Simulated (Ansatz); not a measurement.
The starting structures come from a database of crystals and need not be the phases stable at ambient conditions.

 Where the default PAW files enter, the runs use the earlier of Ansatz's two default sets.

Crystal: PbF2 (Fm-3m, fluorite, not sure to be the ambient phase, 3 atoms a cell, 17.7 Å³ an atom, -2 GPa at this level); planes in its conventional cell.

Method: r2SCAN (plane waves, PAW; Ansatz, a first-principles code).

No gap correction and no spin-orbit coupling; mid-gap values are interpolated between computed energies.

```
plane  area of the cell (Å²)  mid-gap κ (1/Å)  largest κ in the gap (1/Å)
-----  ---------------------  ---------------  --------------------------
(001)                   17.8             0.46                        0.48
(111)                   15.4                …                           …
(110)                   25.1             0.46                           …
```

Problem. The slowest decay depends on the direction. Supply the withheld values.

Solution. 
- (111), mid-gap κ (1/Å): 0.52
- (111), largest κ in the gap (1/Å): 0.54
- (110), largest κ in the gap (1/Å): 0.49
